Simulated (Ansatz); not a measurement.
Base system: HgSe in the zinc blende structure (space group F-43m, No. 216; a = 6.0630 Å). Axes: x, y, z lie along the cube axes.

Method: Kohn–Sham DFT with the LDA functional, run in Ansatz (a first-principles code) with PAW and 420 eV plane waves, without spin-orbit coupling.

One thing is altered: the cell is scaled by 0.9800 in all directions; the atoms relax in the strained cell.

**Question.** Predict the stress tensor and what it implies for the stiffness.

**Answer.** Stress of the strained cell less that of the base (GPa, compression positive):
```
    4.1     0.0     0.0
    0.0     4.1     0.0
    0.0     0.0     4.1
```

Then B = −ΔP/(ΔV/V₀) with ΔV/V₀ = -0.0588 gives secant stiffness values (nonlinear terms included at this strain): B ≈ 69 GPa.

As a check, the harmonic strain energy −½ V₀ Δσ:ε is 21 meV/atom; the computed energy rise is 20 meV/atom.

A case with no gap was solved on a k-mesh chosen for an insulator, which is coarse for it. No phonon test of stability was made. All final runs are without spin polarisation.
